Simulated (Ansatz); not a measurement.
Where the default PAW files enter, the runs use the earlier of Ansatz's two default sets.

**Evanescent states of CdSe (F-43m, zinc blende, 2 atoms a cell, 28.9 Å³ an atom) along the normal of (001)**

Calculation: r2SCAN (plane waves, PAW; Ansatz, an electronic-structure program).

The gap is the functional's own. No spin-orbit coupling. Mid-gap values are those at the computed energy nearest the middle.

Energies count from the valence-band top; κ is the least over a 8×8 mesh across the current.

```csv
E (eV),κ (1/Å),where
0.04,0.029,Γ
0.10,0.049,Γ
0.17,0.060,Γ
0.24,0.068,Γ
0.32,0.074,Γ
0.39,0.077,Γ
0.46,0.079,Γ
0.53,0.080,Γ
0.59,0.078,Γ
0.67,0.076,Γ
0.73,0.071,Γ
0.81,0.065,Γ
0.88,0.056,Γ
0.94,0.042,Γ
1.01,0.016,Γ
```

### Question
How thick must the barrier be to attenuate the transmission by 10^6 when the electrodes' Fermi level lies at 0.67 eV, and what attenuation does that film give at 0.32 eV?

### Answer
d = 6 ln 10 / (2 × 0.076) = 90.9 Å. At 0.32 eV it gives 6 × 0.074/0.076 = 5.8 decades.
